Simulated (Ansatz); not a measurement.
The starting structures come from a database of crystals and need not be the phases stable at ambient conditions.

 Where the default PAW files enter, the runs use the earlier of Ansatz's two default sets.

Evanescent states of AlH$_{3}$ (R-3c, not sure to be the ambient phase, 8 atoms a cell, 8.2 Å³ an atom) along the normal of (110)

Level of theory: r2SCAN (plane waves, PAW; Ansatz, a first-principles code).

The gap is the functional's own. No spin-orbit coupling. Mid-gap values are interpolated on the energy grid.

Energies count from the valence-band top; κ is the least over a 8×6 mesh across the current.

```tsv
E (eV)	κ (1/Å)	where
0.08	0.135	Γ
0.24	0.204	Γ
0.40	0.245	Γ
0.56	0.274	Γ
0.72	0.296	Γ
0.88	0.314	Γ
1.04	0.328	Γ
1.20	0.340	Γ
1.36	0.338	Γ
1.52	0.328	Γ
1.68	0.318	Γ
1.84	0.307	Γ
2.00	0.295	Γ
2.16	0.281	Γ
2.32	0.265	Γ
2.48	0.245	Γ
2.64	0.220	Γ
2.80	0.187	Γ
2.96	0.142	Γ
3.12	0.054	Γ
```

**Question.** How thick must the barrier be to attenuate the transmission by 10^4 when the electrodes' Fermi level lies at 2.80 eV, and what attenuation does that film give at 0.08 eV?

**Answer.** d = 4 ln 10 / (2 × 0.187) = 24.6 Å. At 0.08 eV it gives 4 × 0.135/0.187 = 2.9 decades.
